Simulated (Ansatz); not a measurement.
**Response to strain in BeTe**

Consider BeTe in the zinc blende structure (space group F-43m, No. 216; a = 5.5542 Å). Axes: x, y, z lie along the cube axes.

Strains are applied to the cell and any free atomic positions relax; under biaxial strain the out-of-plane vector relaxes too.

The values are results of LDA/PAW in Ansatz (a first-principles code), no SOC, not measurements.

Candidates:
(a) biaxial strain +0.42 %, plane normal [111], relaxed out of plane
(b) biaxial strain −2.50 %, plane normal [111], relaxed out of plane
(c) biaxial strain −0.83 %, plane normal [111], relaxed out of plane
(d) biaxial strain +2.08 %, plane normal [111], relaxed out of plane

For the base:

```
Item                  Result
-------------------  -------
Smallest direct gap  3.59 eV
```

Q: Order them by smallest direct gap, highest first.

A: (a) biaxial strain +0.42 %, plane normal [111], relaxed out of plane (3.54 eV), (c) biaxial strain −0.83 %, plane normal [111], relaxed out of plane (3.44 eV), (d) biaxial strain +2.08 %, plane normal [111], relaxed out of plane (3.38 eV), (b) biaxial strain −2.50 %, plane normal [111], relaxed out of plane (3.09 eV)

Spin-orbit coupling, missing from the scalar runs, can matter with Te. No phonon test of stability was made.
